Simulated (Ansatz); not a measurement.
**SrTiO3: carrier doping**

Start from SrTiO$_{3}$ in the cubic perovskite structure (space group Pm-3m, No. 221).

Space group Pm-3m (No. 221); a = b = c = 3.9365 Å, α = β = γ = 90.00°

| atom | site | symmetry | x | y | z |
|---|---|---|---|---|---|
| Sr | 1a | m-3m | 0.0000 | 0.0000 | 0.0000 |
| Ti | 1b | m-3m | 0.5000 | 0.5000 | 0.5000 |
| O | 3c | 4/mm.m | 0.0000 | 0.5000 | 0.5000 |

Carriers are added at fixed cell with a uniform background; the Fermi–Dirac width is that of 300 K.

Levels (all Ansatz, an electronic-structure program, PAW, earlier PAW set): PBE (420 eV, no spin-orbit coupling); r2SCAN (500 eV, scalar-relativistic without spin-orbit coupling).

The base cell above is that of PBE; each level relaxes its own structures.

| case | shift of the gap caused by the change, PBE | shift of the gap caused by the change, r2SCAN |
|---|---|---|
| electrons 2.0×10^21 cm⁻³ | +0.16 eV | +0.17 eV |
| electrons 3.0×10^21 cm⁻³ | +0.24 eV | +0.25 eV |
| electrons 5.0×10^21 cm⁻³ | +0.40 eV | +0.42 eV |
| electrons 7.0×10^21 cm⁻³ | +0.56 eV | +0.59 eV |
| holes 2.0×10^21 cm⁻³ | +0.06 eV | +0.05 eV |
| holes 3.0×10^21 cm⁻³ | +0.08 eV | +0.08 eV |
| holes 5.0×10^21 cm⁻³ | +0.14 eV | +0.14 eV |
| holes 7.0×10^21 cm⁻³ | +0.19 eV | +0.19 eV |

The two levels differ by at most about 0.03 eV. They put the cases in the same order.

Charged cell with a jellium background: band edges are those of the host's band count, energies are not comparable with the neutral cell, and many-body gap narrowing is missing. Stability against distortions was not tested. The final runs are not spin-polarised. Many cubic perovskites are stable only at high temperature; tilts and polar distortions were not tested.
